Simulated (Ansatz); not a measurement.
**FeCo: Co → Al**

The reference is FeCo in the CsCl type structure (space group Pm-3m, No. 221; a = 2.800 Å; ferromagnetic).

Perturbation: every Co is replaced by Al, then cell and atoms are relaxed.

The values are results of PBEsol in Ansatz (plane waves to 420 eV, PAW, no spin-orbit coupling), earlier PAW set, not measurements. Settings: 16×16×16 k-points, 0.05 eV Fermi–Dirac smearing, for the changed cell.

| quantity | base | changed | shift |
|---|---|---|---|
| volume per atom | 10.98 Å³ | 11.51 Å³ | +0.536 Å³ |
| lattice parameter a | 2.800 Å | 2.845 Å | +0.045 Å |
| shortest interatomic distance | 2.425 Å | 2.464 Å | +0.039 Å |
| band gap | zero | zero | – |
| magnetic state | ferromagnetic | ferromagnetic | – |
| largest site moment | 2.71 μB | 0.70 μB | -2.01 μB |

Final structure:

```
AlFe
1.0
    2.84501     0.00000     0.00000
    0.00000     2.84501     0.00000
    0.00000     0.00000     2.84501
Fe Al
1 1
Direct
  0.00000   0.00000   0.00000
  0.50000   0.50000   0.50000
```

The magnetic state is the one reached from the starting moments; the real material's order can differ, and small cells can't hold many antiferromagnetic ones. No phonon test of stability was made.

Ansatz is a quantum-chemistry and plane-wave program.
